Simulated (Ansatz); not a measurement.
Short convergence ladders for Mg3Au (P3m1, 8 atoms in the cell)

```xyz
8
Lattice="4.6499 0.0000 0.0000 -2.3249 4.0269 0.0000 0.0000 0.0000 8.4514" Properties=species:S:1:pos:R:3 pbc="T T T"
Mg     0.0000     0.0000     2.1629
Mg     0.0000     0.0000     6.3386
Mg     0.0000     2.6846     7.7975
Mg     2.3249     1.3423     0.6539
Mg     2.3249     1.3423     3.5718
Mg     0.0000     2.6846     4.8796
Au     0.0000     2.6846     2.1129
Au     2.3249     1.3423     6.3386
```

Base method: LDA (PW92), default PAW files made with PBE (plane waves; Ansatz, a program for electronic structure).

Base settings: basis.ecutwfc = 420 eV; kpoints.mp_grid.grid = 7 7 3; hamiltonian.xc = lda; hamiltonian.pseudopotentials = {kind: paw} (the program's default PAW files); scf.occupations.method = gaussian; scf.occupations.width = 0.1 eV.

The count of work is k-points × plane waves × bands × iterations; it is no time. 

**The k-point mesh at a smearing width of 0.05 eV**

In this ladder: scf.occupations.width = 0.05 eV.

The second cell is the first with its lattice scaled by 0.98.

Only quantities that move along the ladder and can be compared are tabulated.

| kpoints.mp_grid.grid | free energy less the last step's (meV/atom) | energy of the compressed cell less the first (meV/atom) | pressure (GPa) | largest difference of a force vector from the last step's (eV/Å) | count of work / last |
|---|---|---|---|---|---|
| 3 3 2 | 8.68 | -4.15 | -2.54 | 0.206 | 0.019 |
| 4 4 2 | -11.04 | -1.53 | -2.18 | 0.012 | 0.019 |
| 5 5 3 | -4.01 | -0.20 | -1.99 | 0.034 | 0.029 |
| 6 6 3 | -4.67 | -1.60 | -2.18 | 0.025 | 0.041 |
| 8 8 4 | 1.76 | -1.34 | -2.14 | 0.009 | 0.097 |
| 9 9 5 | -0.29 | -1.31 | -2.14 | 0.010 | 0.12 |
| 11 11 5 | 0.59 | -1.09 | -2.11 | 0.016 | 0.17 |
| 13 13 7 | 0.16 | -1.20 | -2.12 | 0.001 | 0.35 |
| 19 19 10 | 0.00 | -1.11 | -2.11 | 0.000 | 1.0 |

Coarsest kpoints.mp_grid.grid that holds the energy of the compressed cell less the first within 1 meV/atom of the last step, with all finer ones: 4 4 2, at 0.019 of the last step's count of work; the step before is off by 3.0 meV/atom.

Coarsest kpoints.mp_grid.grid that holds the free energy within 2 meV/atom of the last step, with all finer ones: 8 8 4, at 0.097 of the last step's count of work; the step before is off by 4.7 meV/atom.

Coarsest kpoints.mp_grid.grid that holds the forces within 0.02 eV/Å of the last step, with all finer ones: 8 8 4, at 0.097 of the last step's count of work; the step before is off by 0.025 eV/Å.

The energy difference between the two cells stays within 1 meV/atom of the last step's from 4 4 2 on, the total only from 9 9 5 on: much of the error is common to both cells and cancels.

**The width of Gaussian smearing**

In this ladder: kpoints.mp_grid.grid = 12 12 5.

Narrow widths need finer meshes than wide ones, so the last steps can hold mesh noise.

Only quantities that move along the ladder and can be compared are tabulated; pressure and forces are left out, as mesh noise rules them at narrow widths.

```tsv
scf.occupations.width	free energy less the last step's (meV/atom)
1 eV	-76.70
0.5 eV	-19.22
0.3 eV	-6.97
0.2 eV	-3.08
0.1 eV	-0.63
0.05 eV	0.00
```

Widest scf.occupations.width that holds the free energy within 2 meV/atom of the last step, with all finer ones: 0.1 eV; the step before is off by 3.1 meV/atom.

**The mesh under tetrahedron occupations**

In this ladder: scf.occupations.method = tetrahedron; scf.occupations.width = default.

Only quantities that move along the ladder and can be compared are tabulated.

| kpoints.mp_grid.grid | free energy less the last step's (meV/atom) | pressure (GPa) | largest difference of a force vector from the last step's (eV/Å) | count of work / last |
|---|---|---|---|---|
| 4 4 2 | -8.34 | -2.22 | 0.030 | 0.026 |
| 5 5 3 | -4.94 | -2.08 | 0.044 | 0.038 |
| 7 7 3 | 0.17 | -2.14 | 0.012 | 0.064 |
| 8 8 4 | 0.07 | -2.11 | 0.012 | 0.11 |
| 10 10 5 | 0.06 | -2.12 | 0.006 | 0.18 |
| 12 12 6 | 0.03 | -2.12 | 0.003 | 0.31 |
| 15 15 8 | 0.14 | -2.11 | 0.003 | 0.60 |
| 19 19 9 | 0.00 | -2.12 | 0.000 | 1.0 |

Coarsest kpoints.mp_grid.grid that holds the free energy within 2 meV/atom of the last step, with all finer ones: 7 7 3, at 0.064 of the last step's count of work; the step before is off by 4.9 meV/atom.

Coarsest kpoints.mp_grid.grid that holds the pressure within 0.05 GPa of the last step, with all finer ones: 5 5 3, at 0.038 of the last step's count of work; the step before is off by 0.10 GPa.

On the base run: the starting cell comes from a database of computed structures (which also holds hypothetical and non-ambient phases and stackings), without a prior relaxation at this level. Its lattice was rescaled by up to half a per cent. One atom was moved a little off its site on purpose. Ansatz's pressure includes its estimate of the finite-basis (Pulay) stress.

Left out of this page: 2 runs of the series outside the window shown, repeating another row's setting, or not comparable.

Keys are those of Ansatz 0.2.
